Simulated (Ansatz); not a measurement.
GeSe2 (Fdd2, No. 43; cell taken from a computed entry), treated with HSE06 (plane waves, PAW; Ansatz, a program for electronic structure).

Settings: plane-wave cutoff 500 eV, 4×4×4 k mesh, gaussian smearing 0.02 eV, scalar-relativistic PAW data made under PBE.

Cell (relaxed with PBEsol):

Space group Fdd2 (No. 43); a = 12.376 Å, b = 23.585 Å, c = 7.124 Å, α = β = γ = 90.00°

```csv
atom,site,symmetry,x,y,z
Ge,8a,..2,0.0000,0.0000,0.0051
Ge,16b,1,0.3721,0.1110,0.2379
Se,16b,1,0.0460,0.0756,0.2125
Se,16b,1,0.0854,0.2321,0.0934
Se,16b,1,0.0566,0.1296,0.6757
```
(The calculation used a cell of 18 atoms; values per cell refer to that cell.)

Question: Estimate the band gap that the calculation returns.

Answer: 
- band gap: 2.42 eV (on the SCF k mesh)

Note: cell and atoms aren't relaxed at this level (pressure 0.2 GPa).

Spin–orbit coupling is not included.

Computed values are for the static lattice.
